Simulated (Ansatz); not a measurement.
The cell is built on a prototype and need not be the phase stable at ambient conditions.

By PBEsol, the system below comes out a metal.

A figure of merit of an interconnect metal is its ballistic conductance per area.

Given:

```yaml
crystal:
  lattice:
    - [2.77225, 0.00000, 0.00000]
    - [0.00000, 2.77225, 0.00000]
    - [0.00000, 0.00000, 2.77225]
  atoms:
    - { symbol: Ta, position: [0.00000, 0.00000, 0.00000] }
    - { symbol: C, position: [0.50000, 0.50000, 0.50000] }
```

Space group of this cell: Pm-3m, CsCl type. The cell was relaxed by PBE-D3(BJ); by PBEsol its mean pressure is -1.2 GPa.

The current flows along the normal of the first two printed cell vectors. No spin-orbit coupling; the value is a mean over 0.1 eV about the Fermi level.

**Question.** Estimate the ballistic conductance per area that PBEsol (Ansatz, a program for electronic structure) returns for this system.

**Answer.** 1.1 × 10¹⁵ S/m² for both spins.
